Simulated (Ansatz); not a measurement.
Input:

```
CELL_PARAMETERS angstrom
      5.60671     0.00000     0.00000
      0.00000     5.60671     0.00000
      2.80336    -2.80336     4.11118
ATOMIC_POSITIONS crystal
  K  0.75000 0.75000 0.50000
  K  0.25000 0.25000 0.50000
  Te 0.00000 0.00000 0.00000
```

No spin polarisation.

Method: PBEsol (Ansatz, an electronic-structure program, PAW, scalar-relativistic without spin-orbit coupling). k-mesh 7×7×7 (Γ-centred); smearing 0.05 eV (Fermi–Dirac).

Question: What is the computed electron mass?

Answer: 0.29 mₑ (at Γ).

Question: Predict the smallest direct gap.

Answer: 2.27 eV.

Question: Predict the band gap.

Answer: 2.17 eV.

With Te present, leaving out spin-orbit coupling can change the band edges. The cells carry an imposed strain or load. Masses are band curvatures over ±0.01 Å⁻¹ around the edge. Whether these cells are dynamically stable was not tested. The cell was made from K$_{2}$Te in the anti-fluorite structure (space group Fm-3m, No. 225) by this change: biaxial strain −2.00 %, plane normal [001], relaxed out of plane.
